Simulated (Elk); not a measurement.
A self-consistent single point of TiAl3 (I4/mmm, 4 atoms in the cell) with Elk.

Level of theory: PBE, all-electron FP-LAPW, Elk's shipped species files, APW+lo basis with extra local orbitals (Elk).

The change in words: lattice scaled by 0.98. Reference geometry:
```
CELL_PARAMETERS angstrom
     -1.94990     1.94990     4.36757
      1.94990    -1.94990     4.36757
      1.94990     1.94990    -4.36757
ATOMIC_POSITIONS crystal
  Ti 0.00000 0.00000 0.00000
  Al 0.50000 0.50000 0.00000
  Al 0.75000 0.25000 0.50000
  Al 0.25000 0.75000 0.50000
```

Reference input (self-consistent single point, DFT, PBE, all-electron FP-LAPW, Elk's shipped species files, APW+lo basis with extra local orbitals): xctype = 20; rgkmax = 7.5; stype = 3; swidth = 0.00367493 Ha; ngridk = 8 8 8; gmaxvr = 16 1/bohr; nxlo = 2; lorbcnd = true; lmaxi = 3. This run's input differs from it in these lines:

```diff
@@ -28,5 +28,5 @@
 avec
-   -3.6847769704    3.6847769704    8.2535073507
-    3.6847769704   -3.6847769704    8.2535073507
-    3.6847769704    3.6847769704   -8.2535073507
+   -3.6110814310    3.6110814310    8.0884378840
+    3.6110814310   -3.6110814310    8.0884378840
+    3.6110814310    3.6110814310   -8.0884378840
```

Output, abridged:

```
│ Self-consistent loop started │
│ Loop number : 1 │
 total energy                :     -1584.09834830
│ Loop number : 2 │
 total energy                :     -1584.12110071
RMS change in Kohn-Sham potential (target) :   0.5811364735     (  0.1000000000E-05)
Absolute change in total energy (target)   :   0.2275241226E-01 (  0.1000000000E-03)
│ Loop number : 3 │
 total energy                :     -1582.61822617
RMS change in Kohn-Sham potential (target) :   0.4057142062     (  0.1000000000E-05)
Absolute change in total energy (target)   :    1.497186443     (  0.1000000000E-03)
│ Loop number : 4 │
   [... lines left out ...]
Absolute change in total energy (target)   :   0.7720450358E-03 (  0.1000000000E-03)
│ Loop number : 12 │
 total energy                :     -1582.49829671
RMS change in Kohn-Sham potential (target) :   0.5553666815E-05 (  0.1000000000E-05)
Absolute change in total energy (target)   :   0.3644607459E-03 (  0.1000000000E-03)
│ Loop number : 13 │
 total energy                :     -1582.49810814
RMS change in Kohn-Sham potential (target) :   0.9015549083E-06 (  0.1000000000E-05)
Absolute change in total energy (target)   :   0.9745864804E-04 (  0.1000000000E-03)
Convergence targets achieved

│ Loop number : 14 │

Energies :
 Fermi                       :     0.290814154236
 total energy                :     -1582.49808116

Density of states at Fermi energy :    43.37127968
 (states/Hartree/unit cell)

Estimated indirect band gap :   0.1857214895E-02
 from k-point     50 to k-point     55
Estimated direct band gap   :   0.9562186693E-02
 at k-point     40

Charges :
 core                        :    22.00000000
 valence                     :    39.00000000
 interstitial                :    6.721417203
 muffin-tins (core leakage)
  species :    1 (Ti)
   atom    1                 :    20.42176893     (  0.5704787753E-09)
  species :    2 (Al)
   atom    1                 :    11.29163096     (  0.4781222059E-03)
   atom    2                 :    11.28259145     (  0.4770674909E-03)
   atom    3                 :    11.28259145     (  0.4770674909E-03)
 total in muffin-tins        :    54.27858280
 total calculated charge     :    60.97676076
 total charge                :    61.00000000
 error                       :   0.2323923623E-01

│ Self-consistent loop stopped │
```

The run converged in 14 iterations. The count includes the last loop, which Elk runs after its targets are met. Against the reference run the free energy falls by 4.0 meV/atom.

The starting cell comes from a database of computed structures (which also holds hypothetical and non-ambient phases and stackings), without a prior relaxation at this level. Its lattice was rescaled by a random factor within 2.5 % of one. For this run, on top of that: lattice scaled by 0.98. Spin polarisation is off. Values depend on the basis (sphere radii, cutoffs, local orbitals), which need not be converged. The log's line on a gap gives a spacing of levels on this mesh, which the program prints for metals too.
